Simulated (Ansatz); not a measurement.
Consider Na in the bcc (W type) structure (space group Im-3m, No. 229; a = 4.173 Å; relaxed with 0.1 eV smearing). Axes: x, y, z lie along the cube axes.

Structures relaxed with Ansatz (an electronic-structure program), PBEsol, PAW, cutoff 420 eV, no spin-orbit coupling.

Base:

Simulated powder pattern, Cu Kα1, λ = 1.54056 Å (kinematic, ideal powder, no thermal factors, no anomalous dispersion; the 8 strongest lines at most, above 2 %, up to 2θ = 90°):

```csv
2θ (°),I/Imax (%),hkl
30.26,100,(110)
43.32,18,(200)
53.76,35,(211)
62.94,10,(220)
71.42,13,(310)
79.49,3.0,(222)
87.35,14,(321)
```

Now apply this change: biaxial strain −1.50 %, plane normal [001], relaxed out of plane (Cartesian); in-plane vectors clamped, the third vector and the atoms free.

**Question.** Predict the new powder pattern.

**Answer.** 
Simulated powder pattern, Cu Kα1, λ = 1.54056 Å (kinematic, ideal powder, no thermal factors, no anomalous dispersion; the 8 strongest lines at most, above 2 %, up to 2θ = 90°):

```tsv
2θ (°)	d (Å)	I/Imax (%)	hkl
30.10	2.967	100	(101)
30.73	2.907	47	(110)
42.13	2.143	9.6	(002)
44.02	2.055	17	(200)
53.05	1.725	18	(112)
54.25	1.690	34	(211)
62.57	1.483	10	(202)
69.61	1.349	7.0	(103)
```

The indices refer to the base's conventional cell; one index is shown for lines that coincide. The space group is now I4/mmm (No. 139).

Stability against distortions was not tested.
